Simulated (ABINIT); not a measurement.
Band structure of NbN (Fm-3m, 2 atoms in the cell).

```xyz
2
Lattice="0.0000 2.1950 2.1950 2.1950 0.0000 2.1950 2.1950 2.1950 0.0000" Properties=species:S:1:pos:R:3 pbc="T T T"
Nb     0.0000     0.0000     0.0000
N      2.1950     2.1950     2.1950
```

Method: PBE, PAW (JTH v2.0 PBE PAW) (plane waves; ABINIT 10.0.3).

Settings: pseudos = [Nb.GGA_PBE-JTH.xml, N.GGA_PBE-JTH.xml]; ecut = 52 Ry; pawecutdg = 104 Ry; ixc = 11; occopt = 7; tsmear = 0.00499791 Ha; ngkpt = 17 17 17; nshiftk = 1; shiftk = 0 0 0; potentials = JTH v2.0 PBE PAW; kptopt = 1; nstep = 50; tolvrs1 = 1e-11.

The starting cell has typed, rounded lattice constants, without a prior relaxation at this level. Spin polarisation is off.

These are the values that this program gave, and no reference: the one-centre exchange-correlation terms come from a truncated expansion.

Levels in eV from the Fermi level, bands 6 to 13:
```
point      6      7      8      9     10     11     12     13
-----  -----  -----  -----  -----  -----  -----  -----  -----
Γ      -3.33  -3.33  -3.33  -1.99  -1.99  -1.99  -0.13  -0.13
X      -5.72  -5.05  -3.99  -3.99   1.62   2.84   2.84   4.09
W      -6.68  -6.01  -6.01  -0.08  -0.08   2.85   3.48   4.61
K      -6.81  -5.97  -5.63  -1.89   2.03   2.20   4.12   4.46
L      -9.14  -7.07  -7.07   1.52   1.52   2.02   4.54   6.84
U      -6.81  -5.97  -5.63  -1.89   2.03   2.20   4.12   4.46
```

Bands cross the Fermi level along this path, so the cell is metallic at this level.
